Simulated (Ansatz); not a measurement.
Results of Hartree–Fock (Ansatz, a first-principles code, PAW) for cubic perovskite BaHfO₃.

Run with plane-wave cutoff 460 eV, 6×6×6 k mesh, Fermi–Dirac smearing 0.01 eV, scalar-relativistic PAW data made under PBE.

The cell is scaled about its equilibrium volume:

| V (Å³/atom) | P (GPa) | direct gap at Γ (eV) | smallest gap on the k mesh (eV) |
|---|---|---|---|
| 14.299 | 9.30 | 13.997 | 13.773 |
| 14.586 | 5.25 | 13.954 | 13.711 |
| 15.052 | -0.53 | 13.878 | 13.609 |
| 15.428 | -4.55 | 13.811 | 13.526 |
| 15.804 | -8.09 | 13.740 | 13.442 |

The fundamental gap (13.62 eV at the equilibrium volume, on the SCF mesh) lies elsewhere than Γ–Γ.

Spin–orbit coupling is not included.
